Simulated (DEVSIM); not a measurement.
Structure: abrupt GaAs n-p junction, at 250 K.

```
layer (left to right)  material  thickness (μm)  Nd (cm⁻³)  Na (cm⁻³)  τn (s)  τp (s)
---------------------  --------  --------------  ---------  ---------  ------  ------
1                          GaAs            3.10     2.1e16          -  7.1e-9  7.1e-9
2                          GaAs             190          -     2.1e16  7.1e-9  7.1e-9
```

Left contact: ohmic. Right contact: ohmic. Voltage is applied to the left contact. Recombination: SRH at mid-gap. Mobility is μmin + (μ − μmin)/(1 + (N/Nref)^α).

This is a model device: material constants are rounded textbook-type values typed into the input, and sizes, dopings and lifetimes were drawn at random. Values at 300 K; Nc and Nv go as T^1.5, mobilities as T to minus their exponent, the gap by Varshni's rule with the affinity fixed.

```
parameter             GaAs
----------------  --------
gap (eV)             1.424
affinity (eV)         4.07
permittivity          12.9
Nc (cm⁻³)           4.7e17
Nv (cm⁻³)             9e18
μn (cm²/Vs)           8500
μp (cm²/Vs)            400
μn,min                 500
μp,min                  20
Nref,n                6e16
Nref,p              1.5e17
αn                    0.39
αp                    0.38
T exponent of μn       2.1
T exponent of μp       2.2
Varshni α (eV/K)  0.000541
Varshni β (K)          204
```

DEVSIM, 1D drift-diffusion, Boltzmann statistics, complete ionisation; no tunnelling, impact ionisation, image-force lowering or self-heating.

Problem. Tabulate band edges, carrier densities and field at 10.0 V on the left contact.

Solution. Energies count from the Fermi level of the right contact; mesh points crowd at the junctions.

| x (μm) | Ec (eV) | Ev (eV) | n (cm⁻³) | p (cm⁻³) | field (V/cm) |
|---|---|---|---|---|---|
| 0.000 | -9.939 | -11.385 | 2.1e16 | < 1e2 | ≈ 0 |
| 0.04778 | -9.939 | -11.385 | 2.1e16 | < 1e2 | ≈ 0 |
| 0.1807 | -9.939 | -11.385 | 2.1e16 | < 1e2 | ≈ 0 |
| 0.5826 | -9.939 | -11.385 | 2.1e16 | < 1e2 | ≈ 0 |
| 2.152 | -9.939 | -11.385 | 2.1e16 | < 1e2 | ≈ 0 |
| 2.782 | -8.594 | -10.040 | < 1e2 | < 1e2 | 88000 |
| 3.009 | -5.839 | -7.285 | < 1e2 | < 1e2 | 160000 |
| 3.097 | -4.353 | -5.800 | < 1e2 | < 1e2 | 180000 |
| 3.137 | -3.644 | -5.090 | < 1e2 | < 1e2 | 170000 |
| 3.261 | -1.762 | -3.209 | < 1e2 | < 1e2 | 130000 |
| 3.632 | 1.195 | -0.251 | < 1e2 | 5.9e13 | 25000 |
| 5.396 | 1.321 | -0.125 | < 1e2 | 2.1e16 | ≈ 0 |
| 10.06 | 1.321 | -0.125 | < 1e2 | 2.1e16 | ≈ 0 |
| 24.09 | 1.321 | -0.125 | < 1e2 | 2.1e16 | ≈ 0 |
| 90.75 | 1.321 | -0.125 | < 1e2 | 2.1e16 | ≈ 0 |
| 158.9 | 1.321 | -0.125 | < 1e2 | 2.1e16 | ≈ 0 |
| 181.7 | 1.321 | -0.125 | < 1e2 | 2.1e16 | ≈ 0 |
| 189.2 | 1.321 | -0.125 | < 1e2 | 2.1e16 | ≈ 0 |
| 192.2 | 1.321 | -0.125 | < 1e2 | 2.1e16 | ≈ 0 |
| 192.8 | 1.321 | -0.125 | < 1e2 | 2.1e16 | ≈ 0 |
| 193.0 | 1.321 | -0.125 | < 1e2 | 2.1e16 | ≈ 0 |
| 193.1 | 1.321 | -0.125 | < 1e2 | 2.1e16 | ≈ 0 |
